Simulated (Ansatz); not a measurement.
Start from CdS in the wurtzite structure (space group P6_3mc, No. 186; a = 4.1244 Å, c = 6.7082 Å). Axes: x lies along a and z along c of the hexagonal cell.

Level of theory: PBEsol in Ansatz (plane waves to 420 eV, PAW, no SOC).

Strains are applied to the cell and any free atomic positions relax; under biaxial strain the out-of-plane vector relaxes too.

One change was made to it. Results:

The band gap falls by 0.01 eV, from 1.09 eV to 1.08 eV; the valence-band top at Γ (three highest levels, from the VBM) becomes 0.00, -0.02, -0.02 eV (base: 0.00, 0.00, -0.05 eV).

**Question.** Name the change that was made.
A) biaxial strain +3.00 %, plane normal [001], relaxed out of plane
B) biaxial strain +1.20 %, plane normal [001], relaxed out of plane
C) biaxial strain +2.40 %, plane normal [001], relaxed out of plane

**Answer.** B, biaxial strain +1.20 %, plane normal [001], relaxed out of plane. For comparison, the band gap in the other runs: biaxial strain +3.00 %, plane normal [001], relaxed out of plane gives 1.00 eV; biaxial strain +2.40 %, plane normal [001], relaxed out of plane gives 1.02 eV.

No phonon test of stability was made.

Ansatz is a program for electronic structure.
